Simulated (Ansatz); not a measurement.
WC, response to strain

Take WC (space group P-6m2, No. 187; relaxed with 0.1 eV smearing) as the base.

```yaml
crystal:
  lattice:
    - [2.89911, 0.00000, 0.00000]
    - [-1.44955, 2.51070, 0.00000]
    - [0.00000, 0.00000, 2.82680]
  atoms:
    - { symbol: W, position: [0.00000, 0.00000, 0.00000] }
    - { symbol: C, position: [0.66667, 0.33333, 0.50000] }
```

Cartesian axes are those of the cell as printed.

Strains are applied to the cell and any free atomic positions relax; under biaxial strain the out-of-plane vector relaxes too; under stress the whole cell relaxes.

All numbers come from Ansatz (a quantum-chemistry and plane-wave program) PBEsol, no spin-orbit coupling.

Notes on the quantities. pressure: mean of the normal stresses, compression positive.

```json
[
 {"change": "base", "pressure": "0.0 GPa", "shortest interatomic distance": "2.191 Å", "space group": "P-6m2 (No. 187)"},
 {"change": "biaxial strain −4.73 %, plane normal [001], relaxed out of plane", "pressure": "34.8 GPa", "shortest interatomic distance": "2.150 Å", "space group": "P-6m2 (No. 187)"},
 {"change": "biaxial strain −0.37 %, plane normal [001], relaxed out of plane", "pressure": "2.3 GPa", "shortest interatomic distance": "2.187 Å", "space group": "P-6m2 (No. 187)"},
 {"change": "biaxial strain +3.69 %, plane normal [001], relaxed out of plane", "pressure": "-19.0 GPa", "shortest interatomic distance": "?", "space group": "P-6m2 (No. 187)"},
 {"change": "isotropic strain +1.07 %", "pressure": "?", "shortest interatomic distance": "2.214 Å", "space group": "P-6m2 (No. 187)"},
 {"change": "isotropic strain +2.21 %", "pressure": "-23.4 GPa", "shortest interatomic distance": "2.239 Å", "space group": "P-6m2 (No. 187)"},
 {"change": "isotropic strain +3.26 %", "pressure": "-32.1 GPa", "shortest interatomic distance": "2.262 Å", "space group": "P-6m2 (No. 187)"},
 {"change": "uniaxial strain ε_xx = −0.44 %", "pressure": "?", "shortest interatomic distance": "2.187 Å", "space group": "Amm2 (No. 38)"},
 {"change": "uniaxial stress, 1 GPa tension along z", "pressure": "–", "shortest interatomic distance": "2.191 Å", "space group": "P-6m2 (No. 187)"}
]
```

Question: Some entries are withheld; estimate them.

Answer: 
- biaxial strain +3.69 %, plane normal [001], relaxed out of plane, shortest interatomic distance: 2.227 Å
- isotropic strain +1.07 %, pressure: -12.2 GPa
- uniaxial strain ε_xx = −0.44 %, pressure: 1.7 GPa

Beyond what the load breaks, stability against distortions was not tested. All final runs are without spin polarisation.
